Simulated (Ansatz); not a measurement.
# Hypothetical CsCl type LuN, response to strain

Take LuN in the CsCl type structure (space group Pm-3m, No. 221; a = 2.8934 Å; a hypothetical phase, not in the database extracts checked; relaxed with 0.1 eV smearing) as the base. Axes: x, y, z lie along the cube axes.

Strains are applied to the cell and any free atomic positions relax; under biaxial strain the out-of-plane vector relaxes too.

Level of theory: PBEsol, PAW, 420 eV (Ansatz, a first-principles code; no spin-orbit coupling).

Notes on the quantities. energy relative to the base: free energy F; pressure: mean of the normal stresses, compression positive.

```json
[
 {"case": "base", "energy relative to the base": "0 meV/atom", "pressure": "0.0 GPa", "space group": "Pm-3m (No. 221)", "shortest interatomic distance": "250.6 pm"},
 {"case": "biaxial strain −4.87 %, plane normal [001], relaxed out of plane", "energy relative to the base": "+106 meV/atom", "pressure": "21.1 GPa", "space group": "P4/mmm (No. 123)", "shortest interatomic distance": "242.7 pm"},
 {"case": "biaxial strain −1.48 %, plane normal [001], relaxed out of plane", "energy relative to the base": "+9.2 meV/atom", "pressure": "5.6 GPa", "space group": "P4/mmm (No. 123)", "shortest interatomic distance": "248.1 pm"},
 {"case": "biaxial strain +0.90 %, plane normal [001], relaxed out of plane", "energy relative to the base": "+3.2 meV/atom", "pressure": "-3.1 GPa", "space group": "P4/mmm (No. 123)", "shortest interatomic distance": "252.1 pm"},
 {"case": "isotropic strain −1.08 %", "energy relative to the base": "+7.3 meV/atom", "pressure": "6.2 GPa", "space group": "Pm-3m (No. 221)", "shortest interatomic distance": "247.9 pm"},
 {"case": "isotropic strain +1.29 %", "energy relative to the base": "+9.6 meV/atom", "pressure": "-6.3 GPa", "space group": "Pm-3m (No. 221)", "shortest interatomic distance": "253.8 pm"},
 {"case": "uniaxial strain ε_xx = +3.94 %", "energy relative to the base": "+31 meV/atom", "pressure": "-6.3 GPa", "space group": "P4/mmm (No. 123)", "shortest interatomic distance": "253.9 pm"},
 {"case": "uniaxial strain ε_yy = +1.93 %", "energy relative to the base": "+7.5 meV/atom", "pressure": "-3.2 GPa", "space group": "P4/mmm (No. 123)", "shortest interatomic distance": "252.2 pm"},
 {"case": "uniaxial strain ε_zz = +0.44 %", "energy relative to the base": "+0.4 meV/atom", "pressure": "-0.8 GPa", "space group": "P4/mmm (No. 123)", "shortest interatomic distance": "250.9 pm"}
]
```

Whether these cells are dynamically stable was not tested. The final runs are not spin-polarised.
